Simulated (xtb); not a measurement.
xtb 6.7.1, GFN2-xTB: F[C]1C(F)(F)CC(F)C1(F)F, charge 0, multiplicity 2, 14 atoms. The geometry is a generated start, not checked to be a minimum at this level.

```json
{
  "run_flags": "--grad",
  "method": "GFN2-xTB",
  "--acc": "1 (default)",
  "--etemp (K)": "300 (default)",
  "basis_functions": "47",
  "valence_electrons": "65"
}
```

```xyz
14

F      1.0094     2.2548     0.8725
C      0.4854     1.0908     0.5252
C      1.3182    -0.0755     0.1111
F      2.0149    -0.6172     1.1481
F      2.2768     0.2771    -0.7923
C      0.3207    -1.0752    -0.4920
C     -1.0769    -0.5992    -0.0862
F     -1.4411    -1.1796     1.0969
C     -0.9398     0.9262     0.1308
F     -1.2265     1.5740    -1.0479
F     -1.8253     1.4174     1.0196
H      0.4365    -1.0879    -1.5740
H      0.5076    -2.0735    -0.0965
H     -1.8598    -0.8321    -0.8153
```

Charge 0 and multiplicity 2 are set for this test and not shown to be the ground state. GFN-xTB has no spin term: --uhf 1 sets the occupations alone.

One run each on 1 thread. Values of broydamp tried: 0.02, 0.05, 0.1, 0.2, 0.4 (default), 0.6, 0.8, 1.

Problem. How does the count of SCC iterations change with broydamp, and where is it least?

Solution. Fewest SCC iterations, within one of each other: 0.2 with 11, 0.4 (default) with 10, 0.6 with 10, 0.8 with 10, 1 with 11. The count rises to 16 at 0.02. All converge to one solution.

```csv
broydamp,SCC iterations,end
0.02,16,same solution
0.05,14,same solution
0.1,13,same solution
0.2,11,same solution
0.4 (default),10,same solution
0.6,10,same solution
0.8,10,same solution
1,11,same solution
```
